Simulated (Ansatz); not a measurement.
# Electron-phonon data for Sc$_{3}$PbC (Pm-3m)

```
CELL_PARAMETERS angstrom
      4.50571     0.00000     0.00000
      0.00000     4.50571     0.00000
      0.00000     0.00000     4.50571
ATOMIC_POSITIONS crystal
  Sc 0.00000 0.50000 0.50000
  Sc 0.50000 0.00000 0.50000
  Sc 0.50000 0.50000 0.00000
  Pb 0.00000 0.00000 0.00000
  C  0.50000 0.50000 0.50000
```

Calculation: PBEsol, DFPT electron-phonon coupling, linearised Boltzmann equation (plane waves, PAW, scalar-relativistic; Ansatz, an electronic-structure program). How the cell was made: relaxed with this functional, without spin-orbit coupling.

```
Quantity                                                                                                Result
----------------------------------------------------------------------------------  --------------------------
resistivity at 300 K                                                                                  23 μΩ·cm
electron mean free path at 300 K (weighted by the current that each state carries)                      8.8 nm
electron-phonon coupling λ                                                                               0.169
transport coupling λ_tr                                                                                  0.191
logarithmic mean phonon energy                                                                          28 meV
density of states at the Fermi level                                                1.24 states/(eV·spin·cell)
Drude plasma energy                                                                                     2.9 eV
Hall coefficient at 300 K                                                                      -44 ×10⁻¹¹ m³/C
```

A metal at this level (no band gap). Only scattering by harmonic phonons is included (no impurities, grain boundaries, electron-electron scattering or thermal expansion). Spin-orbit coupling is left out, which matters with elements this heavy. Halving the electron mesh (20x20x20) moves the resistivity by up to 1 % at 300 K, the mean free path by up to 2 %, the coupling by up to 3 %. Smearing 0.20 eV; phonons on a 3x3x3 q mesh, which this run doesn't test and which matters most at low temperature.

Computed structure with no diffraction record at hand here (it may be known, metastable or hypothetical): Sc3PbC (Pm-3m).
